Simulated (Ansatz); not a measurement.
Fermi-surface data of TiAl (Pm-3m)

Given:

```
CELL_PARAMETERS angstrom
      3.15692     0.00000     0.00000
      0.00000     3.15692     0.00000
      0.00000     0.00000     3.15692
ATOMIC_POSITIONS crystal
  Ti 0.00000 0.00000 0.00000
  Al 0.50000 0.50000 0.50000
```

All values below come from r2SCAN, rigid bands (plane waves, PAW, scalar-relativistic; Ansatz, a quantum-chemistry and plane-wave program). Condition of this run: functional r2SCAN on the same cell. Cell: cell and atoms relaxed with PBEsol.

```json
{
  "density of states at the Fermi level": "2.01 states/(eV·cell), both spins",
  "bare Sommerfeld coefficient": "2.4 mJ/(mol of atoms·K²)",
  "drude_plasma_energy": "4.5 eV",
  "root-mean-square Fermi velocity": "3.5e5 m/s",
  "resistivity times τ": "24 ×10⁻²² Ω·m·s"
}
```

A metal at this level (no band gap); rigid bands, thermally averaged at 300 K, both spins. Spin-orbit coupling is left out. τ is one relaxation time for all states.

Computed structure with no diffraction record at hand here (it may be known, metastable or hypothetical): TiAl (Pm-3m).
